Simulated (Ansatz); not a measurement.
**AlZnNO (model structure, started from the AlSiCN type, P3m1, No. 156, 4 atoms in the cell)**

Level of theory: LDA (PAW; Ansatz, a program for electronic structure).

Run with plane-wave cutoff 520 eV, 12×12×6 k mesh (along the axes of the cell as run), Fermi–Dirac smearing 0.01 eV, scalar-relativistic PAW data made under PBE.

Cell (relaxed at this level):

```cif
data_AlNOZn
_chemical_formula_sum 'Al1 Zn1 O1 N1'
_space_group_name_H-M_alt 'P3m1'
_space_group_IT_number 156
_space_group_name_Hall 'P 3 -2"'
_cell_length_a 3.10790
_cell_length_b 3.10790
_cell_length_c 5.09025
_cell_angle_alpha 90.000
_cell_angle_beta 90.000
_cell_angle_gamma 120.000
loop_
_atom_site_label
_atom_site_type_symbol
_atom_site_symmetry_multiplicity
_atom_site_Wyckoff_symbol
_atom_site_fract_x
_atom_site_fract_y
_atom_site_fract_z
_atom_site_occupancy
Al1 Al 1 b 0.33333 0.66667 0.50482 1
Zn1 Zn 1 c 0.66667 0.33333 0.98785 1
O1 O 1 b 0.33333 0.66667 0.15001 1
N1 N 1 c 0.66667 0.33333 0.60732 1
```

```yaml
band_gap: 2.43 eV (direct)
```

Note: the relaxation could raise the start's symmetry but not lower it, so the cell can be a saddle point.

Computed values are for the static lattice.

A model structure was made by putting elements into a prototype or built by hand; it is no filed structure, need not be a known phase, and can be a saddle point held by its symmetry.
